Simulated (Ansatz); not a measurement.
Start from AlN in the zinc blende structure (space group F-43m, No. 216; a = 4.378 Å). Axes: x, y, z lie along the cube axes.

All numbers come from PBEsol/PAW in Ansatz (a first-principles code), no spin-orbit coupling.

Before the change:

Shortest interatomic distance: 1.896 Å
Pressure: -0.01 GPa
Valley order: X along ⟨100⟩ 3.19 eV; Γ 4.06 eV

The change: compressive biaxial strain of 1.00 % in the plane normal to [001], as in epitaxy on a mismatched substrate; the out-of-plane cell vector and the atoms relax.

Problem. What does the calculation give for the shortest interatomic distance, pressure, out-of-plane strain and valley order after the change?

Solution. The shortest interatomic distance drops by 0.006 Å (1.896 Å → 1.890 Å); the pressure (mean of the normal stresses, compression positive) goes up by 1.90 GPa, from -0.01 GPa to 1.89 GPa; the out-of-plane strain comes out as +1.07 %; the valley order (the lowest conduction-band minima on the path, energy above the VBM, named in the base's zone) changes from X along ⟨100⟩ 3.19 eV; Γ 4.06 eV to X along [010] 3.13 eV; X along [001] 3.23 eV; Γ 4.11 eV.

The levels and masses belong to the bands next to the band gap. Whether these cells are dynamically stable was not tested. This is not the structure that AlN has at room temperature and ambient pressure.
